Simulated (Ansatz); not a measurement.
The starting structures come from a database of crystals and need not be the phases stable at ambient conditions.

 Where the default PAW files enter, the runs use the earlier of Ansatz's two default sets.

Inside the gap of an insulator the Bloch states are evanescent, with a wavenumber k + iκ along the transport direction.

```
MgSr2WO6
1.0
    5.67755     0.00000     0.00000
   -2.83878     4.91690     0.00000
    2.83878     1.63897     4.63570
Sr Mg W O
2 1 1 6
Direct
  0.50000   0.75000   0.75000
  0.50000   0.25000   0.25000
  0.00000   0.50000   0.50000
  0.00000   0.00000   0.00000
  0.00000   0.75732   0.75732
  0.00000   0.24268   0.24268
  0.00000   0.75732   0.24268
  0.00000   0.24268   0.75732
  0.48536   0.24268   0.75732
  0.51464   0.75732   0.24268
```

Space group of this cell: Fm-3m. The cell is taken as given; by PBEsol its mean pressure is -8.5 GPa.

Transport runs along the normal of the first two printed cell vectors, the (111) plane of the conventional cell.

The gap is the functional's own, uncorrected, and κ follows it; spin-orbit coupling is left out. Mid-gap values are interpolated between the computed energies.

### Question
Give the band gap and the smallest decay constant κ at mid-gap that Ansatz (a first-principles code) with PBEsol yields.

### Answer
Gap 2.70 eV on a 8×8×8 mesh; κ = 0.335 1/Å, at the zone centre.
